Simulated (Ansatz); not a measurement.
## Response to strain in Cu

Take Cu in the fcc (Cu type) structure (space group Fm-3m, No. 225; a = 3.577 Å; relaxed with 0.1 eV smearing) as the base. Axes: x, y, z lie along the cube axes.

Strains are applied to the cell and any free atomic positions relax.

Calculations: DFT with r2SCAN, PAW potentials and a 500 eV plane-wave cutoff in Ansatz (a quantum-chemistry and plane-wave program), no SOC.

Notes on the quantities. energy relative to the base: free energy F.

| variant | energy relative to the base | shortest interatomic distance | pressure |
|---|---|---|---|
| base | 0 meV/atom | 2.529 Å | 0.0 GPa |
| isotropic strain −4.65 % | (withheld) | 2.412 Å | 33.3 GPa |
| uniaxial strain ε_zz = +0.56 % | +0.2 meV/atom | 2.529 Å | -0.9 GPa |
| uniaxial strain ε_zz = +5.57 % | +20 meV/atom | 2.529 Å | -7.6 GPa |
| tensor shear ε_xy = −1.52 % | +3.1 meV/atom | 2.491 Å | (withheld) |
| tensor shear ε_xy = −0.58 % | +0.4 meV/atom | 2.514 Å | 0.0 GPa |

Task: Complete the table.

Result: 
- isotropic strain −4.65 %, energy relative to the base: +137 meV/atom
- tensor shear ε_xy = −1.52 %, pressure: 0.2 GPa

No phonon test of stability was made. The final runs are not spin-polarised.
